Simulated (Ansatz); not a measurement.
Results of r²SCAN (Ansatz, a program for electronic structure, plane waves, PAW) for SrAlO2F (model structure, started from the SrVO2H type, P4/mmm, No. 123, 5 atoms in the cell).

Run with plane-wave cutoff 560 eV, 10×10×10 k mesh, Fermi–Dirac smearing 0.01 eV, scalar-relativistic PAW data made under PBE.

Cell (relaxed at this level):

AlSrFO₂ is taken in the tetragonal space group P4/mmm (No. 123), Pearson symbol tP5. Conventional cell: a = b = 3.7794 Å, c = 3.8200 Å, α = β = γ = 90.00°. Sr on 1d is surrounded by 4 F at 2.672 Å and 8 O at 2.687 Å (cuboctahedral). Al on 1a is surrounded by 4 O at 1.890 Å and 2 F at 1.910 Å (octahedral). O on 2f is surrounded by 2 Al at 1.890 Å and 4 Sr at 2.687 Å (octahedral). F on 1b is surrounded by 2 Al at 1.910 Å and 4 Sr at 2.672 Å (octahedral). (Neighbours: up to the widest gap in distance over summed covalent radii, below 1.35, at either atom; cation-cation and far metal-metal contacts left out.)

### Question
Estimate the band gap, smallest direct gap on the k points sampled and direct gap at Γ that the calculation returns.

### Answer

* **band gap**: 4.35 eV
* **smallest direct gap on the k points sampled**: 5.22 eV
* **direct gap at Γ**: 5.26 eV

Note: the relaxation could raise the start's symmetry but not lower it, so the cell can be a saddle point.

Spin–orbit coupling is not included.

The computed numbers hold no vibrational or temperature effects.

Computing time: roughly 13 core-seconds.

A model structure was made by putting elements into a prototype or built by hand; it is no filed structure, need not be a known phase, and can be a saddle point held by its symmetry.
